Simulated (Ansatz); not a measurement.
**Response to strain in FeNi3**

The reference is FeNi$_{3}$ in the Cu3Au type structure (space group Pm-3m, No. 221; a = 3.545 Å; ferromagnetic; relaxed with 0.1 eV smearing).

Strains are applied to the cell and any free atomic positions relax.

All numbers come from PBE (Ansatz, a first-principles code, PAW, no spin-orbit coupling).

| isotropic strain (%) | pressure (GPa) |
|---|---|
| -3.48 | 26.6 |
| -2.15 | 14.8 |
| 0 | 0.0 |
| 0.24 | ? |
| 2.27 | -11.1 |

### Question
Fit P = P₀ − Bδ + Cδ² with δ = (1 + ε)³ − 1 to the rows shown and predict the withheld row.

### Answer
Least squares on the printed values gives P₀ = -0.2 GPa, B = 201 GPa, C = 633 GPa (largest residual 0.2 GPa); this predicts -1.6 GPa, and the run gives -1.4 GPa, 0.2 higher.

The magnetic state is the one reached from the starting moments; the real material's order can differ, and small cells can't hold many antiferromagnetic ones. Whether these cells are dynamically stable was not tested.
